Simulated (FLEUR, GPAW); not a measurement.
A FLEUR input for a self-consistent single point of Rb3Ge (I4/mmm, 4 atoms in the cell) (DFT, LDA (Perdew-Zunger), all-electron FLAPW (FLEUR), scalar-relativistic valence):

Input of the input generator:

```
Rb3Ge crystal
&input film=f /
-5.9515544795 5.9515544795 9.1907075736
5.9515544795 -5.9515544795 9.1907075736
5.9515544795 5.9515544795 -9.1907075736
1.0
1.0 1.0 1.0

4
37 0.7500000000 0.2500000000 0.5000000000
37 0.2500000000 0.7500000000 0.5000000000
37 0.5000000000 0.5000000000 0.0000000000
32 0.0000000000 0.0000000000 0.0000000000

&comp jspins=1 /
&exco xctyp='pz' /
&kpt div1=6 div2=6 div3=6 gamma=t /
&end /
```

```xml
<?xml version="1.0" encoding="UTF-8" standalone="no"?>
<fleurInput fleurInputVersion="0.39">
   <comment>
      Rb3Ge crystal                                                                                       
   </comment>
   <calculationSetup>
      <cutoffs Kmax="3.8" Gmax="11.4" GmaxXC="11.4" numbands="0"/>
      <scfLoop itmax="100" minDistance="0.00001" maxIterBroyd="25" imix="Anderson" alpha="0.05" precondParam="0.0" spinf="2.0"/>
      <coreElectrons ctail="T" frcor="F" kcrel="0" coretail_lmax="0"/>
      <xcFunctional name="pz" relativisticCorrections="F"/>
      <magnetism jspins="1"/>
      <soc l_soc="F" theta="0.0" phi="0.0" spav="F"/>
      <expertModes spex="0" secvar="F"/>
      <geometryOptimization l_f="T" forcealpha="1.0" forcemix="BFGS" epsdisp="0.00001" epsforce="0.00001"/>
      <ldaU l_linMix="F" mixParam="0.05" spinf="1.0"/>
   </calculationSetup>
   <cell>
      <bzIntegration valenceElectrons="41.0" mode="hist" fermiSmearingEnergy="0.00183747">
         <kPointListSelection listName="default-1"/>
         <!-- k-points included here -->
         <xi:include xmlns:xi="http://www.w3.org/2001/XInclude" href="kpts.xml"> </xi:include>
      </bzIntegration>
      <!-- symmetry operations included here -->
      <xi:include xmlns:xi="http://www.w3.org/2001/XInclude" href="sym.xml"> </xi:include>
      <bulkLattice scale="1.0">
         <bravaisMatrix>
            <row-1>   -5.9515544795000004     5.9515544795000004     9.1907075735999992</row-1>
            <row-2>    5.9515544795000004    -5.9515544795000004     9.1907075735999992</row-2>
            <row-3>    5.9515544795000004     5.9515544795000004    -9.1907075735999992</row-3>
         </bravaisMatrix>
      </bulkLattice>
   </cell>
   <atomSpecies>
      <species name="Rubidium (Rb)" element="Rb" atomicNumber="37">
         <mtSphere radius="2.68" gridPoints="925" logIncrement="0.014"/>
         <atomicCutoffs lmax="10" lnonsphr="8"/>
         <electronConfig flipSpins="F">
            <coreConfig>(1s1/2) (2s1/2) (2p1/2) (2p3/2) (3s1/2) (3p1/2) (3p3/2) (3d3/2) (3d5/2)</coreConfig>
            <valenceConfig>(4s1/2) (4p1/2) (4p3/2) (5s1/2)</valenceConfig>
            <stateOccupation state="(5s1/2)" spinUp="0.5" spinDown="0.5"/>
         </electronConfig>
         <energyParameters s="5" p="5" d="4" f="4"/>
         <lo type="SCLO" l="0" n="4" eDeriv="0"/>
         <lo type="SCLO" l="1" n="4" eDeriv="0"/>
      </species>
      <species name="Germanium (Ge)" element="Ge" atomicNumber="32">
         <mtSphere radius="2.68" gridPoints="925" logIncrement="0.014"/>
         <atomicCutoffs lmax="10" lnonsphr="8"/>
         <electronConfig flipSpins="F">
            <coreConfig>(1s1/2) (2s1/2) (2p1/2) (2p3/2) (3s1/2) (3p1/2) (3p3/2)</coreConfig>
            <valenceConfig>(4s1/2) (3d3/2) (3d5/2) (4p1/2) (4p3/2)</valenceConfig>
            <stateOccupation state="(4p1/2)" spinUp="0.3333333333333" spinDown="0.3333333333333"/>
            <stateOccupation state="(4p3/2)" spinUp="0.6666666666667" spinDown="0.6666666666667"/>
         </electronConfig>
         <energyParameters s="4" p="4" d="3" f="4"/>
         <lo type="HELO" l="2" n="4" eDeriv="0"/>
      </species>
   </atomSpecies>
   <atomGroups>
      <atomGroup species="Rubidium (Rb)">
         <relPos label="                   1">-1.000/4.000 1.000/4.000 1.000/2.000</relPos>
         <relPos label="                   2">1.000/4.000 -1.000/4.000 1.000/2.000</relPos>
         <force calculate="T" relaxXYZ="TTT"/>
      </atomGroup>
      <atomGroup species="Rubidium (Rb)">
         <relPos label="                   3">1.000/2.000 1.000/2.000 .0000000000</relPos>
         <force calculate="T" relaxXYZ="TTT"/>
      </atomGroup>
      <atomGroup species="Germanium (Ge)">
         <relPos label="                   4">.0000000000 .0000000000 .0000000000</relPos>
         <force calculate="T" relaxXYZ="TTT"/>
      </atomGroup>
   </atomGroups>
   <output dos="F" band="F" slice="F">
      <checks vchk="F" cdinf="F"/>
      <bandDOS minEnergy="-.5*Htr" maxEnergy="0.5*Htr" sigma="0.015" storeEVData="T"/>
      <vacuumDOS vacdos="F" integ="F" star="F" nstars="0" locx1="0.0" locy1="0.0" locx2="0.0" locy2="0.0" nstm="0" tworkf="0.0"/>
      <unfoldingBand unfoldBand="F" supercellX="1" supercellY="1" supercellZ="1"/>
      <plotting iplot="0" polar="F">
         <plot TwoD="T" vec1="  1.0  0.0  0.0" vec2="  0.0  1.0  0.0" vec3="  0.0  0.0  1.0" zero="  0.0  0.0  0.0" file="plot"/>
      </plotting>
      <chargeDensitySlicing numkpt="0" minEigenval="0.0" maxEigenval="0.0" nnne="0" pallst="F"/>
      <specialOutput eonly="F"/>
      <magneticCircularDichroism mcd="F" energyLo="-10.0" energyUp="0.0"/>
   </output>
  <!-- We include the file relax.xml here to enable relaxations (see documentation) -->
  <xi:include xmlns:xi="http://www.w3.org/2001/XInclude" href="relax.xml"> <xi:fallback/> </xi:include>
</fleurInput>
```

Problem. Translate this input to GPAW.

Solution. One input that does it (others would too):

```python
from ase import Atoms
from ase.units import GPa
from gpaw import GPAW

atoms = Atoms(['Rb', 'Rb', 'Rb', 'Ge'],
              cell=[[-3.149427, 3.149427, 4.863513],
                    [3.149427, -3.149427, 4.863513],
                    [3.149427, 3.149427, -4.863513]],
              scaled_positions=[[0.750000, 0.250000, 0.500000],
                                [0.250000, 0.750000, 0.500000],
                                [0.500000, 0.500000, 0.000000],
                                [0.000000, 0.000000, 0.000000]],
              pbc=True)

calc = GPAW(mode={'name': 'pw', 'ecut': 600},
            xc='LDA',
            kpts={'size': (6, 6, 6), 'gamma': True},
            occupations={'name': 'fermi-dirac', 'width': 0.05},
            nbands=-8,
            symmetry={'symmorphic': False, 'tolerance': 0.0005},
            maxiter=120,
            txt='-')

atoms.calc = calc

energy = atoms.get_potential_energy()
print('Energy (eV):', round(energy, 6))
forces = atoms.get_forces()
print('Forces (eV/Ang):')
print(forces.round(5))
stress = atoms.get_stress()
print('Stress (GPa, Voigt):', (stress / GPa).round(4))
```

Basis settings and potentials, where a program has them, do not carry over. This input uses DFT LDA (Perdew-Wang 92), plane waves, GPAW PAW datasets LDA (gpaw-data 1.0.1). LDA parametrisations can differ slightly between programs.

The starting cell comes from a database of computed structures (which also holds hypothetical and non-ambient phases and stackings), without a prior relaxation at this level. Its lattice was rescaled by a random factor within 2.5 % of one.
